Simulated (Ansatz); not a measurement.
Start from PbO2 in the CdI2 type structure (space group P-3m1, No. 164; a = 3.3716 Å, c = 4.3606 Å; a hypothetical phase, not in the database extracts checked; layered, stacked along the Cartesian z axis). Axes: x lies along a and z along c of the hexagonal cell.

Method: DFT with r2SCAN+rVV10, PAW potentials and a 500 eV plane-wave cutoff in Ansatz (an electronic-structure program), no SOC.

Modification: a pure shear with ε_xy = ε_yx = -0.0186; the atoms relax in the strained cell.

**Question.** Predict the stress tensor and what it implies for the stiffness.

**Answer.** Stress of the strained cell less that of the base (GPa, compression positive):
```
   0.15    2.39   -0.25
   2.39    0.37    0.00
  -0.25    0.00    0.02
```

Then −Δσ/γ with γ = 2ε = -0.0372 gives secant stiffness values (nonlinear terms included at this strain): C66 ≈ 64 GPa.

Stability against distortions was not tested.
